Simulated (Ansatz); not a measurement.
Structures of equal composition on the (0001) surface of wurtzite CdSe (Cd plane on top): 2x2 Al adatom at H3; 2x2 Al adatom at T4. The slabs share one bottom face, and each structure is named by its start. These are constructed structures in small cells; real faces may alloy, dewet or reconstruct in larger ones, and not all known structures of the face are among them. Slabs of about 15 Å with all that they carry, Fermi-Dirac smearing of 0.025 eV. Bottom of the slabs: H caps. Relaxed from the named starts with such symmetry as they have, on meshes of like density; energies extrapolated to zero smearing; no spin-orbit coupling, no U. Spin-polarised runs, if any, are marked in brackets, and their order is one that fits the cell; the others ran without spin. Where a second, spin-polarised start was run, the lower counts.

Level of theory: PBE (plane waves to 420 eV, PAW; Ansatz, a first-principles code).

**Question.** Rank these by energy per 1x1 cell (lowest first), as PBE gives it.

**Answer.** 2x2 Al adatom at T4 (0.000 eV [spin, 0.8 μB a cell], no gap over 0.04 eV on the mesh), 2x2 Al adatom at H3 (0.059 eV [spin, 1.2 μB a cell], no gap over 0.04 eV on the mesh)
